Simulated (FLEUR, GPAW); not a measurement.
A GPAW input for a self-consistent single point of MnPt₃ (Pm-3m, 4 atoms in the cell) (DFT PBEsol, plane waves, GPAW PAW datasets PBEsol (made by gpaw-setup)):

```python
from ase import Atoms
from ase.units import GPa
from gpaw import GPAW, PW, FermiDirac

atoms = Atoms(['Mn', 'Pt', 'Pt', 'Pt'],
              cell=[[3.957500, 0.000000, 0.000000],
                    [0.000000, 3.957500, 0.000000],
                    [0.000000, 0.000000, 3.957500]],
              scaled_positions=[[0.000000, 0.000000, 0.000000],
                                [0.000000, 0.500000, 0.500000],
                                [0.500000, 0.000000, 0.500000],
                                [0.500000, 0.500000, 0.000000]],
              pbc=True)

atoms.set_initial_magnetic_moments([4.0, 0.0, 0.0, 0.0])

calc = GPAW(spinpol=True,
            mode=PW(850),
            xc='PBEsol',
            kpts=(9, 9, 9),
            occupations=FermiDirac(0.1),
            nbands=-10,
            symmetry={'symmorphic': False, 'tolerance': 0.0005},
            maxiter=100)

atoms.calc = calc

energy = atoms.get_potential_energy()
print('Energy (eV):', round(energy, 6))
forces = atoms.get_forces()
print('Forces (eV/Ang):')
print(forces.round(5))
stress = atoms.get_stress()
print('Stress (GPa, Voigt):', (stress / GPa).round(4))
```

Write the same calculation as an input for FLEUR.

This is the input that was run; spellings and numerical settings could be chosen otherwise.

Input of the input generator:

```
MnPt3
&input film=f /
3.9575000000 0.0000000000 0.0000000000
0.0000000000 3.9575000000 0.0000000000
0.0000000000 0.0000000000 3.9575000000
1.8897261246
1.0 1.0 1.0

4
25 0.0000000000 0.0000000000 0.0000000000 : 4.00
78 0.0000000000 0.5000000000 0.5000000000 : 0.00
78 0.5000000000 0.0000000000 0.5000000000 : 0.00
78 0.5000000000 0.5000000000 0.0000000000 : 0.00

&comp jspins=2 /
&exco xctyp='PBEs' /
&kpt div1=9 div2=9 div3=9 /
&end /
```

```xml
<?xml version="1.0" encoding="UTF-8" standalone="no"?>
<fleurInput fleurInputVersion="0.39">
   <comment>
      MnPt3                                                                                               
   </comment>
   <calculationSetup>
      <cutoffs Kmax="4.1" Gmax="16.4" GmaxXC="16.4" numbands="0"/>
      <scfLoop itmax="100" minDistance="0.00001" maxIterBroyd="40" imix="Anderson" alpha="0.05" precondParam="0.0" spinf="2.0"/>
      <coreElectrons ctail="T" frcor="F" kcrel="0" coretail_lmax="0"/>
      <xcFunctional name="PBEs" relativisticCorrections="F"/>
      <magnetism jspins="2"/>
      <soc l_soc="F" theta="0.0" phi="0.0" spav="F"/>
      <expertModes spex="0" secvar="F"/>
      <geometryOptimization l_f="T" forcealpha="1.0" forcemix="BFGS" epsdisp="0.00001" epsforce="0.00001"/>
      <ldaU l_linMix="F" mixParam="0.05" spinf="1.0"/>
   </calculationSetup>
   <cell>
      <bzIntegration valenceElectrons="63.0" mode="hist" fermiSmearingEnergy="0.00367493">
         <kPointListSelection listName="default-1"/>
         <!-- k-points included here -->
         <xi:include xmlns:xi="http://www.w3.org/2001/XInclude" href="kpts.xml"> </xi:include>
      </bzIntegration>
      <!-- symmetry operations included here -->
      <xi:include xmlns:xi="http://www.w3.org/2001/XInclude" href="sym.xml"> </xi:include>
      <bulkLattice scale="1.0">
         <bravaisMatrix>
            <row-1>    7.4785911381044992     0.0000000000000000     0.0000000000000000</row-1>
            <row-2>    0.0000000000000000     7.4785911381044992     0.0000000000000000</row-2>
            <row-3>    0.0000000000000000     0.0000000000000000     7.4785911381044992</row-3>
         </bravaisMatrix>
      </bulkLattice>
   </cell>
   <atomSpecies>
      <species name="Manganese 4.000" element="Mn" atomicNumber="25">
         <mtSphere radius="2.42" gridPoints="853" logIncrement="0.014"/>
         <atomicCutoffs lmax="10" lnonsphr="8"/>
         <electronConfig flipSpins="F">
            <coreConfig>(1s1/2) (2s1/2) (2p1/2) (2p3/2)</coreConfig>
            <valenceConfig>(3s1/2) (3p1/2) (3p3/2) (4s1/2) (3d3/2) (3d5/2)</valenceConfig>
            <stateOccupation state="(3d3/2)" spinUp="1.5" spinDown="0.5"/>
            <stateOccupation state="(3d5/2)" spinUp="3.0" spinDown="0.0"/>
         </electronConfig>
         <energyParameters s="4" p="4" d="3" f="4"/>
         <lo type="SCLO" l="0" n="3" eDeriv="0"/>
         <lo type="SCLO" l="1" n="3" eDeriv="0"/>
      </species>
      <species name="Platinum (Pt)" element="Pt" atomicNumber="78">
         <mtSphere radius="2.42" gridPoints="853" logIncrement="0.016"/>
         <atomicCutoffs lmax="10" lnonsphr="8"/>
         <electronConfig flipSpins="F">
            <coreConfig>(1s1/2) (2s1/2) (2p1/2) (2p3/2) (3s1/2) (3p1/2) (3p3/2) (4s1/2) (3d3/2) (3d5/2) (4p1/2) (4p3/2) (5s1/2) (4d3/2) (4d5/2) (4f5/2) (4f7/2)</coreConfig>
            <valenceConfig>(5p1/2) (5p3/2) (6s1/2) (5d3/2) (5d5/2)</valenceConfig>
            <stateOccupation state="(6s1/2)" spinUp="0.5" spinDown="0.5"/>
            <stateOccupation state="(5d3/2)" spinUp="1.8" spinDown="1.8"/>
            <stateOccupation state="(5d5/2)" spinUp="2.7" spinDown="2.7"/>
         </electronConfig>
         <energyParameters s="6" p="6" d="5" f="5"/>
         <lo type="SCLO" l="1" n="5" eDeriv="0"/>
      </species>
   </atomSpecies>
   <atomGroups>
      <atomGroup species="Manganese 4.000">
         <relPos label="                   1">.0000000000 .0000000000 .0000000000</relPos>
         <force calculate="T" relaxXYZ="TTT"/>
      </atomGroup>
      <atomGroup species="Platinum (Pt)">
         <relPos label="                   2">.0000000000 1.000/2.000 1.000/2.000</relPos>
         <relPos label="                   3">1.000/2.000 .0000000000 1.000/2.000</relPos>
         <relPos label="                   4">1.000/2.000 1.000/2.000 .0000000000</relPos>
         <force calculate="T" relaxXYZ="TTT"/>
      </atomGroup>
   </atomGroups>
   <output dos="F" band="F" slice="F">
      <checks vchk="F" cdinf="F"/>
      <bandDOS minEnergy="-.5*Htr" maxEnergy="0.5*Htr" sigma="0.015" storeEVData="T"/>
      <vacuumDOS vacdos="F" integ="F" star="F" nstars="0" locx1="0.0" locy1="0.0" locx2="0.0" locy2="0.0" nstm="0" tworkf="0.0"/>
      <unfoldingBand unfoldBand="F" supercellX="1" supercellY="1" supercellZ="1"/>
      <plotting iplot="0" polar="F">
         <plot TwoD="T" vec1="  1.0  0.0  0.0" vec2="  0.0  1.0  0.0" vec3="  0.0  0.0  1.0" zero="  0.0  0.0  0.0" file="plot"/>
      </plotting>
      <chargeDensitySlicing numkpt="0" minEigenval="0.0" maxEigenval="0.0" nnne="0" pallst="F"/>
      <specialOutput eonly="F"/>
      <magneticCircularDichroism mcd="F" energyLo="-10.0" energyUp="0.0"/>
   </output>
  <!-- We include the file relax.xml here to enable relaxations (see documentation) -->
  <xi:include xmlns:xi="http://www.w3.org/2001/XInclude" href="relax.xml"> <xi:fallback/> </xi:include>
</fleurInput>
```

Basis, cutoffs, solver keys and any potentials are the target program's own. This input uses DFT, PBEsol, all-electron FLAPW (FLEUR), scalar-relativistic valence. Both were run: size of the net moment 1.06 μB/atom in GPAW and 1.07 in FLEUR.

On GPAW: the starting cell comes from a database of computed structures (which also holds hypothetical and non-ambient phases and stackings), without a prior relaxation at this level. Its lattice was rescaled by a random factor within 2.5 % of one. Spin-orbit coupling is off. With one magnetic atom in the cell only a parallel order is possible. With a pressure of about -13 GPa the cell is away from its equilibrium volume at this level.

On FLEUR: the starting cell comes from a database of computed structures (which also holds hypothetical and non-ambient phases and stackings), without a prior relaxation at this level. Its lattice was rescaled by a random factor within 2.5 % of one. Spin-orbit coupling is off. With one magnetic atom in the cell only a parallel order is possible. Values depend on the basis (sphere radii, cutoffs, local orbitals), which need not be converged.
